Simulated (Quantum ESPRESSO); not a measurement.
Quantum ESPRESSO is run on LaGaO₃ (R-3c, 10 atoms in the cell), and the run fails. The aim is a self-consistent single point with DFT, PBEsol, plane waves, GBRV 1.5 ultrasoft (PBESOL) pseudopotentials.

Cell that was meant: a = 5.5286 Å, b = 5.5286 Å, c = 5.5286 Å, α = 60.79°, β = 60.79°, γ = 60.79°.

Part of the input:

```fortran
/
&system
   ibrav = 0,
   nat = 11,
   ntyp = 3,
   ecutwfc = 50,
   ecutrho = 250,
```

Output, abridged:

```
     This program is part of the open-source Quantum ESPRESSO suite
     for quantum simulation of materials; please cite

 %%%%%%%%%%%%%%%%%%%%%%%%%%%%%%%%%%%%%%%%%%%%%%%%%%%%%%%%%%%%%%%%%%%%%%%%%%%%%%
     Error in routine read_cards (11):
     wrong number of columns in ATOMIC_POSITIONS
 %%%%%%%%%%%%%%%%%%%%%%%%%%%%%%%%%%%%%%%%%%%%%%%%%%%%%%%%%%%%%%%%%%%%%%%%%%%%%%

     stopping ...
```

**Question.** From the messages shown, name the fault and mend the input.

**Answer.** The fault is an atom count that does not match the list of atoms; here the program stops on it instead of giving results. To fix it, make the count match the list. The program stopped before any SCF iteration.

The sound input it was made from differs as follows (other fixes are possible):
```diff
-   nat = 11,
+   nat = 10,
```

With that input, the run converged in 15 iterations: free energy E − TS -16719.7219 eV; top of the valence band (on the code's own zero) 11.18 eV; gap on the k-point mesh 3.31 eV; pressure -6.25 GPa; largest force (vector length) 0.005 eV/Å (DFT, PBEsol, plane waves, GBRV 1.5 ultrasoft (PBESOL) pseudopotentials).

On the sound input: the starting cell comes from a database of computed structures (which also holds hypothetical and non-ambient phases and stackings), without a prior relaxation at this level. With a pressure of about -6 GPa the cell is away from its equilibrium volume at this level.
